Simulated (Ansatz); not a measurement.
The starting structures come from a database of crystals and need not be the phases stable at ambient conditions.

Inside the gap of an insulator the Bloch states are evanescent, with a wavenumber k + iκ along the transport direction.

Consider the following.

```yaml
crystal:
  lattice:
    - [4.89839, 0.00000, 0.00000]
    - [-2.44920, 4.24213, 0.00000]
    - [2.44920, 1.41404, 4.17472]
  atoms:
    - { symbol: B, position: [0.33574, 0.34571, 0.67423] }
    - { symbol: B, position: [0.66426, 0.65429, 0.32577] }
    - { symbol: B, position: [0.98006, 0.99003, 0.67423] }
    - { symbol: B, position: [0.01994, 0.00997, 0.32577] }
    - { symbol: B, position: [0.33574, 0.99003, 0.67423] }
    - { symbol: B, position: [0.66426, 0.00997, 0.32577] }
    - { symbol: B, position: [0.14780, 0.36836, 0.07276] }
    - { symbol: B, position: [0.85220, 0.63164, 0.92724] }
    - { symbol: B, position: [0.55888, 0.77944, 0.07276] }
    - { symbol: B, position: [0.44112, 0.22056, 0.92724] }
    - { symbol: B, position: [0.14780, 0.77944, 0.07276] }
    - { symbol: B, position: [0.85220, 0.22056, 0.92724] }
```

The cell is taken as given.

Transport runs along the normal of the first two printed cell vectors, the (001) plane of the conventional cell.

No gap correction and no spin-orbit coupling; mid-gap is the computed energy nearest the middle.

Q: Compute, with r2SCAN (Ansatz, a quantum-chemistry and plane-wave program), the band gap and the smallest decay constant κ at mid-gap.

A: Gap 1.63 eV on a 8×8×8 mesh; κ = 0.238 1/Å, at (0.500, 0.000) of the in-plane reciprocal vectors. At the zone centre the slowest state has κ = 0.28 1/Å.
